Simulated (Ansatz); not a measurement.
Start from Au in the fcc (Cu type) structure (space group Fm-3m, No. 225; a = 4.0477 Å; relaxed with 0.1 eV smearing). Axes: x, y, z lie along the cube axes.

The values are results of Kohn–Sham DFT with the LDA functional, run in Ansatz (a program for electronic structure) with PAW and 420 eV plane waves, no spin-orbit coupling, not measurements.

Before the change:

| Property | Result |
|---|---|
| Pressure | 0.0 GPa |
| Shortest interatomic distance | 2.862 Å |

Perturbation: uniaxial strain ε_zz = +3.00 %, all other strain components held at zero, atoms relaxed at fixed cell.

**Question.** Estimate the effect on the energy relative to the base, pressure and shortest interatomic distance.

**Answer.** The energy rises by 9.4 meV/atom; the pressure (mean of the normal stresses, compression positive) goes from zero to -5.2 GPa; the shortest interatomic distance is still 2.862 Å.

Stability against distortions was not tested.
